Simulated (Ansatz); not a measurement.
We consider BAs (P6₃mc, No. 186, 4 atoms in the cell; start mp-984718; a measured phase of this formula has another space group), described by LDA (Ansatz, a quantum-chemistry and plane-wave program, plane waves, PAW).

Numerical settings: plane-wave cutoff 520 eV, 12×12×6 k mesh (along the axes of the cell as run), scalar-relativistic PAW data made under PBE.

Computed at the level's own relaxed cell.

Hill averages of the elastic tensor: K = 147.5 GPa, G = 136.2 GPa. Volume 13.228 Å³/atom, mean atomic mass 42.866 u.

Question: Work out the density, the sound velocities of a polycrystal and the elastic Debye temperature at this level.

Answer: ρ = 1.66054 × 42.866/13.228 = 5.381 g/cm³. v_l = √[(K + 4G/3)/ρ] = 7.820 km/s and v_t = √(G/ρ) = 5.031 km/s. The mean follows from 3/v_m³ = 1/v_l³ + 2/v_t³: v_m = 5.524 km/s. Θ_D = (ħ/k_B) v_m (6π²/V)^(1/3) = 76.38 K Å s/km × 5.524 × 1.6481 Å⁻¹ = 695 K, counting all atoms of the cell.

Note: the relaxation could not lower the start's symmetry, so the cell can be a saddle point above a distorted one.

A start named mp-… is a Materials Project structure, which need not be a measured phase.
